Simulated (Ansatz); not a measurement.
Worked example: self-consistent single point of a (001) slab of Mg (cut from a parent of space group no. 194; 4 atoms in the cell) in Ansatz (an electronic-structure program).

Computed with LDA (PW92), PAW files made with PBE (plane waves; Ansatz).

```
Mg
1.0
    3.20037     0.00000     0.00000
   -1.60018     2.77160     0.00000
    0.00000     0.00000    21.79160
Mg
4
Direct
  0.66667   0.33333   0.44041
  0.33333   0.66667   0.32122
  0.66667   0.33333   0.67878
  0.33333   0.66667   0.55959
```

Reference input (self-consistent single point, DFT, LDA (PW92), plane waves, PAW files made with PBE): basis.ecutwfc = 420 eV; kpoints.mp_grid.grid = 11 11 1; hamiltonian.xc = lda; hamiltonian.pseudopotentials = {kind: paw} (the program's default PAW files); scf.occupations.method = fermi_dirac; scf.occupations.width = 0.1 eV. This run's input differs from it in these lines:

Ansatz 0.2 input:
```diff
@@ -12,3 +12,3 @@
 basis:
-  ecutwfc: 420.0
+  ecutwfc: 250.0
 kpoints:
```

Output (repeated stretches shortened):

```
SCF iter   1: F=—  HF=-7604.862746 eV  |F-HF|=—  |Δ(HF+E_count)|=         —  Δρ=1.44e-2  dr2=1.73e0  ethr=3.10e-3  ⟨swp⟩=7.4  Hψ=2013  notcnv=0
all-band conjugate gradients solve this SCF's bands
preconditioner: auto → LDOS
SCF iter   2: F=—  HF=-7604.611728 eV  |F-HF|=—  |Δ(HF+E_count)|=   2.51e-1  Δρ=6.70e-3  dr2=2.96e-1  ethr=3.10e-3  ⟨swp⟩=2.5  Hψ=808  notcnv=0
SCF iter   3: F=—  HF=-7604.565417 eV  |F-HF|=—  |Δ(HF+E_count)|=   4.63e-2  Δρ=1.23e-3  dr2=5.95e-3  ethr=7.39e-4  ⟨swp⟩=3.1  Hψ=756  notcnv=0
SCF iter   4: F=—  HF=-7604.565464 eV  |F-HF|=—  |Δ(HF+E_count)|=   4.69e-5  Δρ=1.76e-4  dr2=1.62e-4  ethr=1.49e-5  ⟨swp⟩=2.1  Hψ=454  notcnv=0
SCF iter   5: F=—  HF=-7604.565481 eV  |F-HF|=—  |Δ(HF+E_count)|=   1.77e-5  Δρ=5.62e-5  dr2=1.06e-5  ethr=4.06e-7  ⟨swp⟩=2.0  Hψ=443  notcnv=0
SCF iter   6: F=—  HF=-7604.565480 eV  |F-HF|=—  |Δ(HF+E_count)|=   7.46e-7  Δρ=7.19e-6  dr2=1.51e-7  ethr=2.65e-8  ⟨swp⟩=2.8  Hψ=705  notcnv=0
SCF iter   7: F=-7604.565481 eV  HF=-7604.565481 eV  |F-HF|=5.75e-9  |Δ(HF+E_count)|=   5.15e-8  Δρ=1.64e-6  dr2=1.24e-8  ethr=2.50e-10  ⟨swp⟩=6.5  Hψ=1451  notcnv=0
SCF 1 converged in 7 iterations: F = -7604.565481 eV  dr2 = 1.24e-8
Free energy (F): -7604.565481 eV
Internal energy: -7604.496114 eV  (E = F + TS)
E sigma→0 (E₀):  -7604.530797 eV
Entropy (-TS):   -0.069367 eV (-17.342 meV/atom)
Fermi energy:    0.595710 eV
--- Forces (eV/Å), atoms counted from 1 ---
  atom   1  Mg     0.00000000     0.00000000     0.04097541
  atom   2  Mg     0.00000000    -0.00000000     0.08987333
  atom   3  Mg    -0.00000000     0.00000000    -0.08987333
  atom   4  Mg    -0.00000000    -0.00000000    -0.04097541
--- Stress (GPa, compression-positive) ---
       -1.727688      -0.000000      -0.000000
        0.000000      -1.727688       0.000000
       -0.000000       0.000000      -0.678611
  P = ⅓ Tr σ = -1.3780 GPa (-13.780 kbar)
  The stress holds the Pulay correction. Without it, at fixed plane waves, as pw.x and ABINIT print it: P = -7.9418 GPa
```

The run converged in 7 iterations. Against the reference run the free energy rises by 282 meV/atom and the largest force stays at 0.090 eV/Å.

The starting cell has typed, rounded lattice constants, without a prior relaxation at this level. The slab is cut from that crystal, and its faces are unrelaxed. Its lattice was rescaled by up to half a per cent. The cutoff lies below the one recommended for these files.
